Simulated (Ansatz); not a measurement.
Defect migration in fcc Al: Ru-vacancy pair (Ru on one host Al site, one Al site vacant), neutral cell. The step: direct exchange of Ru with the vacancy (Ru-vacancy distance between ideal sites 2.86 Å throughout); the atom moves 3.25 Å along (0.00, 0.57, 0.57) of the unit cell; the moving atom starts with neighbours Al at 2.64, 4 Al at 2.71, 6 Al at 2.78 Å and ends with Al at 2.64, 4 Al at 2.71, 6 Al at 2.78 Å. A PBE band in Ansatz (plane-wave PAW, a 3×3×3 k-point mesh shifted by half a step, 32 host sites, 37 SCF runs with any check of the saddle's order, static, no finite-size correction) gives a forward barrier of 1.85 eV. The saddle point's order was not checked, and it lies on a symmetry element of the cell, where a band can be held. Forms of the defect that were not tried may lie lower.

Single points at the band's start and saddle point can refine it. Rough cost of one point, in units of the band's mean SCF on the same machine:

| Level | Cost of one point |
|---|---|
| PBE, a 5×5×5 k-point mesh shifted by half a step | about 3 |
| r2SCAN at 500 eV, a 3×3×3 k-point mesh shifted by half a step | about 2 |

Which of these move the barrier by more than 0.1 eV, and how far does each move it?

PBE, a 5×5×5 k-point mesh shifted by half a step: -0.05 eV; r2SCAN at 500 eV, a 3×3×3 k-point mesh shifted by half a step: +0.21 eV. Each functional is compared with PBE at the same k-points.

Ansatz is a first-principles code.
